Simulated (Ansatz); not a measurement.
## Effect of W → Se on WC

Base system: WC (space group P-6m2, No. 187; a = 2.898 Å, c = 2.828 Å).

One thing is altered: full substitution W → Se, then cell and atoms are relaxed.

All numbers come from Kohn–Sham DFT with the PBEsol functional, run in Ansatz (an electronic-structure program) with PAW and 420 eV plane waves, no spin-orbit coupling. Settings: 17×17×16 k-points, 0.05 eV Fermi–Dirac smearing, for the changed cell.

| quantity | base | changed | shift |
|---|---|---|---|
| volume per atom | 10.29 Å³ | 12.32 Å³ | +2.03 Å³ |
| density | 15.81 g/cm³ | 6.13 g/cm³ | -9.675 g/cm³ |
| lattice parameter a | 2.898 Å | 3.089 Å | +0.1904 Å |
| c/a ratio | 0.976 | 0.965 | -0.011 |
| space group | P-6m2 (No. 187) | P-6m2 (No. 187) | – |
| band gap | zero | zero | – |

Final structure:

```
SeC
1.0
    3.08889     0.00000     0.00000
   -1.54444     2.67505     0.00000
    0.00000     0.00000     2.98094
Se C
1 1
Direct
  0.00000   0.00000   0.00000
  0.33333   0.66667   0.50000
```

No phonon test of stability was made. As relaxed here, SeC is a hypothetical phase, not in the database extracts checked. The final runs are not spin-polarised.
